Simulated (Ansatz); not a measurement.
Consider the following.

```
CELL_PARAMETERS angstrom
      0.00000     2.54081     2.46459
      2.54081     0.00000     2.46459
      2.54081     2.54081     0.00000
ATOMIC_POSITIONS crystal
  Be 0.00000 0.00000 0.00000
  Se 0.25000 0.25000 0.25000
```

No spin polarisation.

Method: LDA, PAW, 420 eV (Ansatz, an electronic-structure program; no spin-orbit coupling). Settings: 11×11×11 k-points, 0.05 eV Fermi–Dirac smearing.

**Question.** Predict the stress and hole mass.

**Answer.** 
- Stress (xx, yy, zz, yz, xz, xy; compression positive) = (1.90, 1.90, 4.28, 0.00, 0.00, 0.00) GPa
- Hole mass = 0.24 mₑ along z, 0.41 mₑ across (at Γ)

The levels and masses belong to the bands next to the band gap. The cells carry an imposed strain or load. Effective masses come from finite differences of ±0.01 Å⁻¹. No phonon test of stability was made. The cell was made from BeSe in the zinc blende structure (space group F-43m, No. 216) by this change: uniaxial strain ε_zz = −3.00 %.
